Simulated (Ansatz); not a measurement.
**How a calculation on C (P6_3/mmc, 8 atoms in the cell) responds to its settings**

```
C
1.0
    2.51003     0.00000     0.00000
   -1.25501     2.17375     0.00000
    0.00000     0.00000     8.28026
C
8
Direct
  0.00000   0.00000   0.59291
  0.00000   0.00000   0.40709
  0.00000   0.00000   0.09291
  0.00000   0.00000   0.90709
  0.33333   0.66667   0.34446
  0.66667   0.33333   0.65554
  0.66667   0.33333   0.84446
  0.33333   0.66667   0.15554
```

Base run A: PBE run with Ansatz (a quantum-chemistry and plane-wave program), self-consistent single point.

Its settings: kpoints.mp_grid.grid = 8 8 2; hamiltonian.xc = pbe; hamiltonian.pseudopotentials = {kind: paw} (the program's default PAW files); scf.occupations.method = fixed.

The starting cell comes from a database of computed structures (which also holds hypothetical and non-ambient phases and stackings), without a prior relaxation at this level. In the base run, with a pressure of about 4 GPa the cell is away from its equilibrium volume at this level. Ansatz's pressure includes its estimate of the finite-basis (Pulay) stress.

A dash stands where there is no value to compare (another energy zero or no entropy term, no result, no spin, no clean gap, or a mesh too coarse for one). 

Runs:
- B: hamiltonian.dispersion: default → d3bj [PBE-D3BJ]
- C: hamiltonian.dispersion: default → d3bjatm [PBE-D3BJ-ATM]
- D: hamiltonian.dispersion: default → d4 [PBE-D4]
- E: hamiltonian.xc: pbe → r2scan; hamiltonian.dispersion: default → d4 [r2SCAN-D4]

```
run  pressure (GPa)  largest force (eV/Å)  dispersion energy (eV/atom)
---  --------------  --------------------  ---------------------------
A              4.12                 0.028                            –
B             -1.32                 0.029                       -0.192
C             -0.47                 0.030                       -0.177
D             -1.21                 0.030                       -0.214
E             -2.22                 0.024                       -0.089
```

Run D against A: The pressure goes from 4.12 to -1.21 GPa and the largest force hardly changes (0.028 to 0.030 eV/Å).

Run B against A: The pressure goes from 4.12 to -1.32 GPa and the largest force moves little (0.028 to 0.029 eV/Å).

Run C against A: The pressure goes from 4.12 to -0.47 GPa and the largest force moves little (0.028 to 0.030 eV/Å).

Left out of this page: 1 run of the series unsound by tests on forces, stress, charge or solver warnings.

Keys are those of Ansatz 0.2.
